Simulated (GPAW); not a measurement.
**Worked example: self-consistent single point of VN (P-6m2, 2 atoms in the cell) in GPAW**

Method of the run: PBEsol, GPAW PAW datasets PBEsol (made by gpaw-setup) (plane waves; GPAW).

This input was run:

```python
from ase import Atoms
from ase.units import GPa
from gpaw import GPAW

atoms = Atoms(['V', 'N'],
              cell=[[2.733900, 0.000000, 0.000000],
                    [-1.366950, 2.367627, 0.000000],
                    [0.000000, 0.000000, 2.641350]],
              scaled_positions=[[0.666667, 0.333333, 0.000000],
                                [0.333333, 0.666667, 0.500000]],
              pbc=True)

calc = GPAW(mode={'name': 'pw', 'ecut': 950},
            xc='PBEsol',
            kpts={'size': (18, 18, 16), 'gamma': True},
            occupations={'name': 'fermi-dirac', 'width': 0.05},
            nbands=-10,
            symmetry={'symmorphic': False, 'tolerance': 0.0005},
            maxiter=100,
            txt='-')

atoms.calc = calc

energy = atoms.get_potential_energy()
print('Energy (eV):', round(energy, 6))
forces = atoms.get_forces()
print('Forces (eV/Ang):')
print(forces.round(5))
stress = atoms.get_stress()
print('Stress (GPa, Voigt):', (stress / GPa).round(4))
```

The program printed (abridged):

```
Input parameters:
  kpts: {gamma: True,
         size: (18, 18, 16)}
  maxiter: 100
  mode: {ecut: 950,
         name: pw}
  nbands: -10
  occupations: {name: fermi-dirac,
                width: 0.05}
  symmetry: {symmorphic: False,
             tolerance: 0.0005}
  xc: PBEsol

species:
  V:
    name: Vanadium
    Z: 23.0
    valence: 13
    core: 10
    charge: 0.0
    file: V.PBEsol.gz

    # Using partial waves for V as LCAO basis

  N:
    name: Nitrogen
    Z: 7.0
    valence: 5
    core: 2
    charge: 0.0
    file: N.PBEsol.gz

    # Using partial waves for N as LCAO basis

Reference energy: -27268.708631  # eV

Spin-paired calculation

Convergence criteria:
 Maximum [total energy] change in last 3 cyles: 0.0005 eV / valence electron
 Maximum integral of absolute [dens]ity change: 0.0001 electrons / valence electron
 Maximum integral of absolute [eigenst]ate change: 4e-08 eV^2 / valence electron
 Maximum number of scf [iter]ations: 100

Symmetries present (total): 12
Symmetries with fractional translations: 0
5184 k-points: 18 x 18 x 16 Monkhorst-Pack grid + [1/36,1/36,1/32]
333 k-points in the irreducible part of the Brillouin zone
       k-points in crystal coordinates                weights
   0:    -0.00000000   -0.00000000    0.00000000          1/5184
   1:    -0.00000000   -0.00000000    0.06250000          2/5184
   2:    -0.00000000   -0.00000000    0.12500000          2/5184
   [... 7 lines left out ...]
          ...
 332:     0.50000000    0.50000000    0.50000000          3/5184

Wave functions: Plane wave expansion
  Cutoff energy: 950.000 eV
  Number of coefficients (min, max): 1100, 1158
  Pulay-stress correction: 0.000000 eV/Ang^3 (de/decut=0.000000)

Occupation numbers: Fermi-Dirac:
  width: 0.0500  # eV

Eigensolver

Densities:
  Coarse grid: 20*20*20 grid
  Fine grid: 40*40*40 grid
  Total Charge: 0.000000

Density mixing:
  Method: separate
  Backend: pulay
  Linear mixing parameter: 0.05
  old densities: 5
  Damping of long wavelength oscillations: 50

Hamiltonian:
  XC and Coulomb potentials evaluated on a 40*40*40 grid
  External potential:
    NoExternalPotential

XC parameters: PBEsol with 2 nearest neighbor stencil

Number of atoms: 2
Number of atomic orbitals: 17
Number of bands in calculation: 19
Number of valence electrons: 18
Bands to converge: occupied

Density initialized from atomic densities
  17 bands from LCAO basis set
  2 bands from random numbers

Atomic positions and initial magnetic moments

Positions:
   0 V      1.366951    0.789208    0.000000    ( 0.0000,  0.0000,  0.0000)
   1 N     -0.000001    1.578419    1.320675    ( 0.0000,  0.0000,  0.0000)

Unit cell:
           periodic     x           y           z      points  spacing
  1. axis:    yes    2.733900    0.000000    0.000000    20     0.1184
  2. axis:    yes   -1.366950    2.367627    0.000000    20     0.1184
  3. axis:    yes    0.000000    0.000000    2.641350    20     0.1321

  Lengths:   2.733900   2.733900   2.641350
  Angles:   90.000000  90.000000 119.999998

Effective grid spacing dv^(1/3) = 0.1288

     iter     time        total  log10-change:
                         energy   eigst   dens
iter:   1 --:--:--   -22.114470
iter:   2 --:--:--   -21.481004   -1.08  -1.13
iter:   3 --:--:--   -20.424045   -1.77  -1.21
iter:   4 --:--:--   -20.534086   -3.03  -1.61
iter:   5 --:--:--   -20.466102   -2.44  -1.55
iter:   6 --:--:--   -20.456575   -4.32  -2.31
iter:   7 --:--:--   -20.454244   -3.99  -2.65
iter:   8 --:--:--   -20.454478c  -5.64  -3.15
iter:   9 --:--:--   -20.454164c  -5.38  -3.06
iter:  10 --:--:--   -20.454137c  -6.33  -3.51
iter:  11 --:--:--   -20.454137c  -8.17c -4.15c

Converged after 11 iterations.

Dipole moment: (1.636903, -0.945066, 0.000000) |e|*Ang

Energy contributions relative to reference atoms: (reference = -27268.708631)

Kinetic:         +5.552060
Potential:       -7.757689
External:        +0.000000
XC:             -18.484676
Entropy (-ST):   -0.002481
Local:           +0.237408
SIC:             +0.000000
--------------------------
Free energy:    -20.455377
Extrapolated:   -20.454137

Showing only first 2 kpts
 Kpt  Band  Eigenvalues  Occupancy
  0     7      8.93373    2.00000
  0     8     10.15911    2.00000
  0     9     13.58032    0.00000
  0    10     13.58033    0.00000

  1     7      8.59282    2.00000
  1     8     10.41021    2.00000
  1     9     13.40604    0.00000
  1    10     13.40606    0.00000

Fermi level: 11.74939

No gap
No difference between direct/indirect transitions
Energy (eV): -20.454137

Forces in eV/Ang:
  0 V     0.00000    0.00000    0.00000
  1 N     0.00000    0.00000    0.00000

Stress tensor:
     0.031785    -0.000000     0.000000
    -0.000000     0.031785     0.000000
     0.000000     0.000000     0.032357
Stress (GPa, Voigt): [ 5.0925  5.0925  5.1842  0.      0.     -0.    ]
```

The run converged in 11 iterations. GPAW prints stress with tension positive.

At such cutoffs GPAW's stress carries a finite-basis (Pulay) error, which enters relaxed cells too; its log prints stress with tension positive.

The starting cell comes from a database of computed structures (which also holds hypothetical and non-ambient phases and stackings), without a prior relaxation at this level. Spin polarisation is off, so a magnetic state, if there is one, cannot be reached.

Cost on one core of a shared machine: roughly 2 min.
